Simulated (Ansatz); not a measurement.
Band structure of Ti₃Al (P6_3/mmc, 8 atoms in the cell).

```
Ti3Al
1.0
    5.66608     0.00000     0.00000
   -2.83304     4.90697     0.00000
    0.00000     0.00000     4.56480
Ti Al
6 2
Direct
  0.82990   0.65980   0.25000
  0.17010   0.34020   0.75000
  0.17010   0.82990   0.75000
  0.82990   0.17010   0.25000
  0.34020   0.17010   0.25000
  0.65980   0.82990   0.75000
  0.33333   0.66667   0.25000
  0.66667   0.33333   0.75000
```

Method of the run: PBE, PAW files (plane waves; Ansatz, a program for electronic structure).

Settings: basis.ecutwfc = 420 eV; kpoints.mp_grid.grid = 5 5 5; hamiltonian.xc = pbe; hamiltonian.pseudopotentials = {kind: paw} (an earlier, softer set of the program's PAW files); scf.occupations.method = fermi_dirac; scf.occupations.width = 0.1 eV; kpoints.band_path.npoints = 8.

The starting cell comes from a database of computed structures (which also holds hypothetical and non-ambient phases and stackings), without a prior relaxation at this level. Its lattice was rescaled by a random factor within 2.5 % of one. Spin polarisation is off.

Levels in eV from the Fermi level, bands 36 to 43:
| point | 36 | 37 | 38 | 39 | 40 | 41 | 42 | 43 |
|---|---|---|---|---|---|---|---|---|
| Γ | -1.03 | -1.03 | -0.57 | -0.24 | 0.02 | 0.72 | 0.73 | 0.73 |
| M | -0.87 | -0.63 | -0.43 | -0.40 | 0.52 | 0.53 | 0.70 | 0.75 |
| K | -0.62 | -0.62 | -0.20 | -0.20 | 0.31 | 0.50 | 0.50 | 1.00 |
| A | -0.72 | -0.56 | -0.56 | -0.12 | -0.12 | 0.50 | 0.50 | 0.50 |
| L | -0.40 | -0.19 | -0.19 | 0.00 | 0.00 | 0.24 | 0.24 | 0.68 |
| H | -0.47 | -0.37 | -0.37 | -0.16 | -0.16 | 0.57 | 0.57 | 0.88 |

Bands cross the Fermi level along this path, so the cell is metallic at this level.

Keys are those of Ansatz 0.2.
